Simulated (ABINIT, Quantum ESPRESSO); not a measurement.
A Quantum ESPRESSO input for a self-consistent single point of Hg3Pt (I4/mmm, 4 atoms in the cell) (DFT, LDA (PZ), plane waves, GBRV 1.5 ultrasoft (LDA) pseudopotentials):

```fortran
&control
   calculation = 'scf',
   prefix = 'pwscf',
   outdir = './out',
   pseudo_dir = './',
   tprnfor = .true.,
   tstress = .true.,
/
&system
   ibrav = 0,
   nat = 4,
   ntyp = 2,
   ecutwfc = 40,
   ecutrho = 320,
   occupations = 'smearing',
   smearing = 'fermi-dirac',
   degauss = 0.0073499,
/
&electrons
   conv_thr = 1.0d-10,
/
ATOMIC_SPECIES
Hg   200.5920  hg_lda_v1.uspp.F.UPF
Pt   195.0840  pt_lda_v1.4.uspp.F.UPF
CELL_PARAMETERS angstrom
  -2.1021850000     2.1021850000     4.6325300000
   2.1021850000    -2.1021850000     4.6325300000
   2.1021850000     2.1021850000    -4.6325300000
ATOMIC_POSITIONS crystal
Hg    0.7500000000    0.2500000000    0.5000000000
Hg    0.2500000000    0.7500000000    0.5000000000
Hg    0.5000000000    0.5000000000    0.0000000000
Pt    0.0000000000    0.0000000000    0.0000000000
K_POINTS automatic
8 8 8  0 0 0
```

Problem. Give the ABINIT input for the same structure, mesh, smearing and functional.

Solution. This is the input that was run; spellings and numerical settings could be chosen otherwise.

```
# Hg3Pt, JTH v2.0 LDA PAW
pp_dirpath "./"
pseudos "Hg.LDA_PW-JTH.xml, Pt.LDA_PW-JTH.xml"
acell 3*1.0 Angstrom
rprim
        -2.1021850000    2.1021850000    4.6325300000
         2.1021850000   -2.1021850000    4.6325300000
         2.1021850000    2.1021850000   -4.6325300000
natom 4
ntypat 2
znucl 80 78
typat 1 1 1 2
xcart
         0.0000000000    3.9725539133    4.3771064821
         3.9725539133    0.0000000000    4.3771064821
         0.0000000000    0.0000000000    8.7542129641
         0.0000000000    0.0000000000    0.0000000000
ecut 21
pawecutdg 42
pawxcdev 0
occopt 3
tsmear 0.00367493
nband 30
kptopt 1
ngkpt 8 8 8
nshiftk 1
shiftk 0 0 0
nstep 50
tolvrs 1.0e-12
prtwf 0
prtden 0
```

Basis, cutoffs, solver keys and any potentials are the target program's own. This input uses DFT, LDA (PW92), plane waves, PAW (JTH v2.0 LDA PAW). LDA parametrisations can differ slightly between programs. Both were run: pressure -10.29 GPa in Quantum ESPRESSO and -10.26 in ABINIT.

On ABINIT: the starting cell comes from a database of computed structures (which also holds hypothetical and non-ambient phases and stackings), without a prior relaxation at this level. Spin polarisation is off. With a pressure of about -10 GPa the cell is away from its equilibrium volume at this level.

On Quantum ESPRESSO: the starting cell comes from a database of computed structures (which also holds hypothetical and non-ambient phases and stackings), without a prior relaxation at this level. Spin polarisation is off. With a pressure of about -10 GPa the cell is away from its equilibrium volume at this level.
